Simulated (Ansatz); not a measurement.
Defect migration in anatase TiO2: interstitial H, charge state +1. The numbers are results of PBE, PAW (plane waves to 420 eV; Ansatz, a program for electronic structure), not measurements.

Settings: 108 host sites, the relaxed PBE lattice, the Γ point alone, smearing 0.01 eV, spin-restricted, no image-charge correction. No zero-point or tunnelling terms. The charge state is imposed; whether it is stable for some Fermi level was not computed. Sites that were not tried may lie lower.

Barriers: single points on a 2×2×2 k-point mesh shifted by half a step at the bands' geometries.

The step: H moves alone to another site; the atom moves 1.21 Å along (0.32, 0.00, 0.00) of the unit cell; the moving atom starts with neighbours O at 0.98, 2 O at 2.12 Å and ends with O at 0.98, 2 O at 2.12 Å.

Q: What is the computed migration barrier of this step (PBE, PAW)?

A: 0.56 eV, the same both ways. At the saddle the moving atom has neighbours 2 O at 1.27 Å. The check of the saddle point's order was inconclusive, and it lies on a symmetry element of the cell, where a band can be held.
